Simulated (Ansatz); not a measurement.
An Ansatz (an electronic-structure program) input (Ansatz, r2SCAN, PAW, cutoff 500 eV, no spin-orbit coupling):

Ansatz 0.2 input:
```yaml
crystal:
  lattice:
    - [0, 1.9007683368, 1.9292798619]
    - [1.9007683368, 0, 1.9292798619]
    - [1.9007683368, 1.9007683368, 0]
  atoms:
    - { symbol: Rh, position: [0, 0, 0] }
basis: { ecutwfc: 500, ecutrho_ratio: 4, xc_grid: 4, fft_grid_basis: typed }
kpoints: { mp_grid: { grid: [30, 30, 30] } }
hamiltonian:
  xc: r2scan
  dispersion: none
  pseudopotentials: { kind: paw }
scf: { occupations: { method: fermi_dirac, width: 0.1 }, convergence: { dr2_threshold: 0.0000000001 } }
relax: { f_tol: 0.005, max_steps: 50 }
output: { forces: true, stress: true }
checkpoint: { write: state.ck, write_every: 1000 }
```

### Question
Which symmetry and how many k-points will the program report, and about how many plane waves at Γ?

### Answer
Space group I4/mmm (ITA 139) with 16 operations, k-points 1992 of 27000, and 339 plane waves at Γ.

### Question
And the final pressure?

### Answer
-3.97 GPa (compression positive).

The cells carry an imposed strain or load. Whether these cells are dynamically stable was not tested. The final runs are not spin-polarised. The cell was made from Rh in the fcc (Cu type) structure (space group Fm-3m, No. 225) by this change: uniaxial strain ε_zz = +1.50 %.
